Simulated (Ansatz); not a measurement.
Worked example: relaxation of cell and atoms of MgZrF6 (Fm-3m, 8 atoms in the cell) in Ansatz (a program for electronic structure).

Level of theory: PBEsol, default PAW files made with PBE (plane waves; Ansatz).

The change in words: atoms on their sites; basis.ecutwfc: 420 eV → 210 eV; relax: default → cell and atoms. Reference geometry:
```xyz
8
Lattice="0.0000 4.0080 4.0080 4.0080 0.0000 4.0080 4.0080 4.0080 0.0000" Properties=species:S:1:pos:R:3 pbc="T T T"
Mg     4.0080     4.0080     4.0580
Zr     0.0000     0.0000     0.0000
F      2.0231     4.0080     4.0080
F      5.9929     4.0080     4.0080
F      4.0080     2.0231     4.0080
F      4.0080     5.9929     4.0080
F      4.0080     4.0080     2.0231
F      4.0080     4.0080     5.9929
```

Reference input (self-consistent single point, DFT, PBEsol, plane waves, default PAW files made with PBE): basis.ecutwfc = 420 eV; kpoints.mp_grid.grid = 5 5 5; hamiltonian.xc = pbesol; hamiltonian.pseudopotentials = {kind: paw} (the program's default PAW files); scf.occupations.method = fixed. This run's input differs from it in these lines:

Ansatz 0.2 input:
```diff
@@ -6,3 +6,3 @@
   atoms:
-    - { symbol: Mg, position: [0.506238, 0.506238, 0.493762] }
+    - { symbol: Mg, position: [0.500000, 0.500000, 0.500000] }
     - { symbol: Zr, position: [0.000000, 0.000000, 0.000000] }
@@ -15,3 +15,3 @@
 basis:
-  ecutwfc: 420.0
+  ecutwfc: 210.0
 kpoints:
@@ -26,2 +26,4 @@
     method: fixed
+relax:
+  cell: {}
 output:
```

Output (repeated stretches shortened):

```
   [... SCF lines of the steps left out ...]
relax step   1: F+E_penalty+E_count = -10804.65027591 eV  Δ(F+E_penalty+E_count) = +0.000e0 eV  max|allowed force component| = 1.470e-1 eV/Å  Δτ_max = 0.0000 Å  P = -1.170 GPa  Ω = 128.765 Å³  (9 SCF iters, dr2 threshold 1.00e-7 eV, accepted)
relax step   2: F+E_penalty+E_count = -10806.20339505 eV  Δ(F+E_penalty+E_count) = -1.553e0 eV  max|allowed force component| = 9.613e-2 eV/Å  Δτ_max = 0.0039 Å  P = +5.178 GPa  Ω = 127.701 Å³  energy of the carried Pulay correction = +1.566e0 eV  (6 [...]
   [... lines left out ...]
relax step 119: F+E_penalty+E_count = -10804.57738275 eV  Δ(F+E_penalty+E_count) = +1.354e-1 eV  max|allowed force component| = 1.289e-4 eV/Å  Δτ_max = 0.0001 Å  P = -0.002 GPa  Ω = 126.813 Å³  energy of the carried Pulay correction = -1.355e-1 eV  [...]
relax step 120: F+E_penalty+E_count = -10805.73582499 eV  Δ(F+E_penalty+E_count) = -1.158e0 eV  max|allowed force component| = 1.752e-2 eV/Å  Δτ_max = 0.0000 Å  P = -0.996 GPa  Ω = 126.813 Å³  stress off target by 9.96e-1 GPa  SCF on the basis [...]
basis re-selected at this cell: Δ(F+E_penalty+E_count) = -1.158e0 eV, ΔP = -0.994 GPa vs the last step
   [... lines left out ...]
Free energy (F): -10805.735825 eV
Fermi energy:    -0.347900 eV
Error: variable-cell relaxation did not converge after 120 `relax_step` rows, as none of its last 54 fresh-basis SCF(s) at a relaxed cell met both thresholds with a finite energy. The last misses `relax.f_tol` and `relax.cell.stress_tol`: largest allowed force component 1.75e-2 eV/Å (`relax.f_tol` 1.00e-2 eV/Å), stress off the target on the free part of the cell 9.96e-1 GPa (`relax.cell.stress_tol` 5.00e-2 GPa), F+E_penalty+E_count -10805.73582499 eV. The closest is row 92, whose structure comes with this error. Larger ratio of force or stress to its threshold at each such SCF whose figures are numbers: 20.337, 28.137, 24.798, 19.835, 12.201, 17.875, 11.243, 19.405, 9.694, 10.455, [...]
  cell:  # Å, volume = 126.5778 Å³
   [... lines left out ...]
    - [3.9851303921443577, -3.792111225513836e-32, 3.9851303921443577]
    - [3.9851303921443577, 3.9851303921443577, 9.03632383958827e-33]
  atoms:
    - { symbol: Mg, position: [0.5, 0.5, 0.5] }
    - { symbol: Zr, position: [3.0802504534685267e-20, -3.222903561948248e-21, -1.674853162520622e-20] }
    - { symbol: F, position: [0.7474867136837721, 0.25251328631622794, 0.25251328631622794] }
    - { symbol: F, position: [0.25251328631622816, 0.7474867136837718, 0.747486713683772] }
    - { symbol: F, position: [0.25251328631622794, 0.7474867136837721, 0.25251328631622794] }
    - { symbol: F, position: [0.7474867136837718, 0.25251328631622816, 0.747486713683772] }
    - { symbol: F, position: [0.25251328631622794, 0.25251328631622794, 0.7474867136837721] }
    - { symbol: F, position: [0.7474867136837718, 0.7474867136837718, 0.25251328631622816] }
```

The relaxation ended unconverged. 

The starting cell comes from a database of computed structures (which also holds hypothetical and non-ambient phases and stackings), without a prior relaxation at this level. Its lattice was rescaled by up to half a per cent. The cutoff lies below the one recommended for these files.

Cost on one core of a shared machine: roughly 3 min.
